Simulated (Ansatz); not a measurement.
Spacing of the highest filled and lowest empty level at the zone centre in eight small model glasses of hand-chosen composition and density, fast-quenched (anions pushed apart in CHGNet runs), each at its PBE geometry, by PBE and by HSE06 (Ansatz, a program for electronic structure, plane waves, PAW). The cells are the first eight to finish that balance their formal charges, show no moments and no lower geometry on charging where those were tested, and have a gap at both levels; defect levels can set the spacings, and exact exchange is cut at the cells' faces.

```json
[
 {"cell": "In9Ga9Zn9O38Hf", "quench by": "CHGNet", "pressure (GPa)": "-0.5", "levels at the gap": "localised at the filled edge", "PBE (eV)": "0.70", "experiment, tabulated (eV)": "-"},
 {"cell": "Si30N45Nb3", "quench by": "CHGNet", "pressure (GPa)": "0.1", "levels at the gap": "localised at both edges", "PBE (eV)": "1.76", "experiment, tabulated (eV)": "-"},
 {"cell": "Hf18O39Y2", "quench by": "CHGNet", "pressure (GPa)": "3.5", "levels at the gap": "localised at the filled edge", "PBE (eV)": "4.13", "experiment, tabulated (eV)": "-"},
 {"cell": "Si30N41Lu", "quench by": "CHGNet", "pressure (GPa)": "1.3", "levels at the gap": "localised at the filled edge", "PBE (eV)": "2.67", "experiment, tabulated (eV)": "-"},
 {"cell": "Zr20O41Na2", "quench by": "CHGNet", "pressure (GPa)": "2.7", "levels at the gap": "localised at the filled edge", "PBE (eV)": "3.42", "experiment, tabulated (eV)": "-"},
 {"cell": "In9Ga9Zn9O39Al2", "quench by": "CHGNet", "pressure (GPa)": "0.1", "levels at the gap": "localised at the filled edge", "PBE (eV)": "0.82", "experiment, tabulated (eV)": "-"},
 {"cell": "In9Ga9Zn9O38Si", "quench by": "CHGNet", "pressure (GPa)": "1.5", "levels at the gap": "localised at the filled edge", "PBE (eV)": "0.94", "experiment, tabulated (eV)": "-"},
 {"cell": "Si24O51In2", "quench by": "CHGNet", "pressure (GPa)": "0.6", "levels at the gap": "localised at the filled edge", "PBE (eV)": "3.44", "experiment, tabulated (eV)": "-"}
]
```

### Question
What does HSE06 give, and how does it move these values against PBE?

### Answer
In9Ga9Zn9O38Hf 2.25, Si30N45Nb3 2.89, Hf18O39Y2 5.68, Si30N41Lu 3.99, Zr20O41Na2 4.88, In9Ga9Zn9O39Al2 2.36, In9Ga9Zn9O38Si 2.52, Si24O51In2 5.18 eV. It raises them by +1.13 to +1.74 eV, +1.48 eV on average. A straight line through the eight gives HSE06 = 1.01 × PBE +1.46 eV, with a scatter of 0.17 eV.
